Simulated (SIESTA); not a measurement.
A self-consistent single point of SiGe (P6_3mc, 4 atoms in the cell) with SIESTA.

Computed with SIESTA with LDA PW92, numerical atomic orbitals DZP, PseudoDojo LDA standard norm-conserving potentials (rewritten from UPF to PSML).

```
SiGe
1.0
    3.90445     0.00000     0.00000
   -1.95223     3.38135     0.00000
    0.00000     0.00000     6.45078
Si Ge
2 2
Direct
  0.66667   0.33333   0.87461
  0.33333   0.66667   0.37461
  0.66667   0.33333   0.50039
  0.33333   0.66667   0.00039
```

Reference input (self-consistent single point, DFT, GGA PBEsol, numerical atomic orbitals DZP, PseudoDojo PBEsol standard norm-conserving potentials (rewritten from UPF to PSML)): XC.functional = GGA; XC.authors = PBEsol; potentials = PseudoDojo PBEsol standard; PAO.BasisSize = DZP; PAO.EnergyShift = 0.005 Ry; MeshCutoff = 300 Ry; kgrid.MonkhorstPack = 10 10 5; OccupationFunction = FD; ElectronicTemperature = 0.02 eV; MaxSCFIterations = 150; SCF.Mixer.Method = Pulay; SCF.Mixer.Weight = 0.1. This run's input differs from it in these lines:

```diff
@@ -1,2 +1,2 @@
-# files in the folder: Si.psml Ge.psml (PseudoDojo PBEsol standard)
+# files in the folder: Si.psml Ge.psml (PseudoDojo LDA standard)
 SystemName  SiGe
@@ -24,4 +24,4 @@
 
-XC.functional                GGA
-XC.authors                   PBEsol
+XC.functional                LDA
+XC.authors                   PW92
 PAO.BasisSize                DZP
```

The program printed (abridged):

```
        iscf     Eharris(eV)        E_KS(eV)     FreeEng(eV)     dDmax    Ef(eV) dHmax(eV)
   scf:    1    -5082.222591    -5086.667608    -5086.667608  1.349093 -4.561579  1.279197
   scf:    2    -5086.696388    -5086.682378    -5086.682378  0.008647 -4.546071  1.083174
   scf:    3    -5086.719849    -5086.709900    -5086.709900  0.045452 -4.465249  0.108976
   scf:    4    -5086.714997    -5086.712898    -5086.712898  0.017592 -4.432653  0.010100
   scf:    5    -5086.712853    -5086.712892    -5086.712892  0.001838 -4.438869  0.036653
   scf:    6    -5086.712939    -5086.712920    -5086.712920  0.001844 -4.437137  0.002832
   scf:    7    -5086.712921    -5086.712921    -5086.712921  0.000215 -4.437130  0.000959
   scf:    8    -5086.712921    -5086.712921    -5086.712921  0.000030 -4.437079  0.000634
SCF Convergence by DM+H criterion
max |DM_out - DM_in|         :     0.0000297082
max |H_out - H_in|      (eV) :     0.0006342166
SCF cycle converged after 8 iterations

Using DM_out to compute the final energy and forces

siesta: E_KS(eV) =            -5086.7129

siesta: E_KS - E_eggbox =     -5086.7129

siesta: Atomic forces (eV/Ang):
     1   -0.000045    0.000026   -0.018062
     2    0.000045   -0.000026   -0.018062
     3   -0.000047    0.000027    0.019325
     4    0.000047   -0.000026    0.019325
   Tot   -0.000000    0.000000    0.002525
   Max    0.019325
   Res    0.010799    sqrt( Sum f_i^2 / 3N )
   Max    0.019325    constrained

Stress tensor Voigt[x,y,z,yz,xz,xy] (kbar):        8.87        8.87        9.93       -0.00        0.00       -0.00
(Free)E + p*V (eV/cell)    -5087.2032
   [... lines left out ...]
siesta: FreeEng =     -5086.712921
   [... lines left out ...]
siesta:     0.005537   -0.000001    0.000000
siesta:    -0.000001    0.005536   -0.000000
siesta:     0.000000   -0.000000    0.006196

siesta: Cell volume =         85.165286 Ang**3

siesta: Pressure (static):
siesta:                Solid            Molecule  Units
siesta:          -0.00006270         -0.00005884  Ry/Bohr**3
siesta:          -0.00575647         -0.00540229  eV/Ang**3
siesta:          -9.22287977         -8.65542626  kBar
```

The run converged in 8 iterations. Against the reference run the pressure goes from 1.14 to -0.92 GPa, the largest force goes from 0.029 to 0.019 eV/Å and the gap on the mesh goes from 0.475 to 0.436 eV.

The starting cell comes from a database of computed structures (which also holds hypothetical and non-ambient phases and stackings), without a prior relaxation at this level. Values carry the incompleteness of an atom-centred basis.

Cost on one core of a shared machine: roughly 40 s.
